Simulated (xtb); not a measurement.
xtb 6.7.1, GFN2-xTB: Ge(Cl)(OH)2(NMe2) (C[N](C)[Ge]([OH])([OH])[Cl]), 15 atoms. The geometry is a generated start, not checked to be a minimum at this level.

| Quantity | Value |
|---|---|
| run flags | --grad |
| method | GFN2-xTB |
| --acc | 1 (default) |
| --etemp (K) | 300 (default) |
| basis functions | 48 |
| valence electrons | 44 |

```xyz
15

C     -0.7029     1.3835     0.6429
N     -0.4241    -0.0023     0.3227
C     -1.6186    -0.7145    -0.0925
Ge     1.1638    -0.4797    -0.4914
O      2.4261     0.6494    -0.0704
O      1.6564    -2.0041     0.1567
Cl     1.1188    -0.7901    -2.5789
H     -1.4281     1.4120     1.4589
H      0.2126     1.8671     0.9768
H     -1.1172     1.9427    -0.2055
H     -2.0905    -0.2605    -0.9726
H     -2.3379    -0.7099     0.7294
H     -1.3577    -1.7458    -0.3263
H      2.5327     1.4303    -0.6105
H      1.9667    -1.9781     1.0607
```

One run each on 1 thread. Values of broydamp tried: 0.02, 0.05, 0.1, 0.2, 0.4 (default), 0.6, 0.8, 1.

Problem. How does the count of SCC iterations change with broydamp, and where is it least?

Solution. Fewest SCC iterations, within one of each other: 0.4 (default) with 15, 0.6 with 15. The count rises to 24 at 0.02. All converge to one solution.

| broydamp | SCC iterations | end |
|---|---|---|
| 0.02 | 24 | same solution |
| 0.05 | 21 | same solution |
| 0.1 | 19 | same solution |
| 0.2 | 17 | same solution |
| 0.4 (default) | 15 | same solution |
| 0.6 | 15 | same solution |
| 0.8 | 17 | same solution |
| 1 | 18 | same solution |
